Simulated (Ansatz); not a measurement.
Cost and result by functional for the adsorption energy of N on the 1x1 (0001) surface of hcp Y, one in a 2x2 cell, started at the site 'hollow Y-Y-Y over Y at depth 2.8 Å', in Ansatz (plane waves, PAW). Single points on the PBE structure, on one kind of machine; costs are rough ratios of the slab run's core time (references not counted) to the cheapest single point. r2SCAN's cost holds its higher cutoff (500 against 420 eV). Differences are taken against r2SCAN for comparison alone: no measured value is at hand, so the table doesn't rank accuracy.

Slab: 17 atoms, 8.4 Å thick at the start under the adsorbate (thin: gaps and levels are the slab's own); k 5x5x1, smearing 0.1 eV, dipole-corrected; 8 atoms held, the rest relaxed; held to the start's symmetry, so lower structures may exist; no spin, no spin-orbit, no U, no dispersion correction. At the end it is bonded to 4 Y. In PBE it is, or lies within 0.03 eV of, the lowest of the starts that converged. These notes are the PBE run's. Adsorption energies are against ½ N2(g). A negative adsorption energy means that the adsorbate is more stable on the surface than in its reference.

| functional | relative cost | adsorption energy (eV) | less r2SCAN (eV) |
|---|---|---|---|
| RPBE | 1 | -2.58 | 0.79 |
| r2SCAN | 2 | -3.37 | 0.00 |
| PBE (the relaxed run's value) | – | -2.86 | 0.50 |

The values span 0.79 eV, while the single points' costs differ by a factor of roughly 2. Differences are of unrounded values.

Ansatz is a program for electronic structure.
